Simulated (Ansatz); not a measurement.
System: Ge₃N₄ (Fd-3m, No. 227, 14 atoms in the cell; start mp-476). Method: PBEsol (PAW; Ansatz, a program for electronic structure).

Settings: plane-wave cutoff 500 eV, 8×8×8 k mesh, gaussian smearing 0.02 eV, scalar-relativistic PAW data made under PBE.

Cell (relaxed at this level):

```xyz
14
Lattice="0.0000 4.1158 4.1158 4.1158 0.0000 4.1158 4.1158 4.1158 0.0000" Properties=species:S:1:pos:R:3 pbc="T T T"
Ge     5.1448     5.1448     5.1448
Ge     5.1448     3.0869     3.0869
Ge     3.0869     3.0869     5.1448
Ge     3.0869     5.1448     3.0869
Ge     0.0000     0.0000     0.0000
Ge     2.0579     2.0579     2.0579
N      5.0780     3.1537     5.0780
N      7.1359     7.1359     7.1359
N      3.1537     5.0780     5.0780
N      5.2116     5.2116     7.1359
N      5.0780     5.0780     3.1537
N      7.1359     5.2116     5.2116
N      3.1537     3.1537     3.1537
N      5.2116     7.1359     5.2116
```

Estimate the band gap that the calculation returns.


- band gap = 2.12 eV (on the SCF k mesh)

Note: the relaxation could not lower the start's symmetry, so the cell can be a saddle point above a distorted one.

Spin–orbit coupling is not included.

Computed values are for the static lattice.

The result took around 90 core-seconds (rough).

A start named mp-… is a Materials Project structure, which need not be a measured phase.
